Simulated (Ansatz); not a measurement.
Effective masses and thermopower of ZnSe under load (space group I-4m2)

Here is the system:

```yaml
crystal:
  lattice:
    - [0.00000, 2.90947, 2.74105]
    - [2.90947, 0.00000, 2.74105]
    - [2.90947, 2.90947, 0.00000]
  atoms:
    - { symbol: Zn, position: [0.00000, 0.00000, 0.00000] }
    - { symbol: Se, position: [0.75000, 0.75000, 0.75000] }
```

Calculation: r2SCAN with spin-orbit coupling, rigid bands (plane waves, PAW; Ansatz, a first-principles code). Condition of this run: biaxial stress xx = yy = -2 GPa (compression positive) (the target of the relaxation). Geometry: cell and atoms relaxed with r2SCAN, then loaded as said.

```
Item                                                                   Result
--------------------------------------------  -------------------------------
band gap                                                              1.56 eV
electron conductivity mass (300 K, dilute)                           0.129 mₑ
hole conductivity mass (300 K, dilute)        0.67 (x), 0.67 (y), 0.33 (z) mₑ
effective density of states N_c (300 K)                           1.1e18 cm⁻³
effective density of states N_v (300 K)                           7.9e18 cm⁻³
density-of-states mass, electrons                                    0.127 mₑ
density-of-states mass, holes                                         0.46 mₑ
Seebeck coefficient, n-type 1e19 cm⁻³, 300 K                         -79 μV/K
Seebeck coefficient, p-type 1e19 cm⁻³, 300 K                         232 μV/K
```

Rigid bands; masses and Seebeck coefficients take one relaxation time τ for all states and one kind of carrier; polarons and phonon drag are left out.
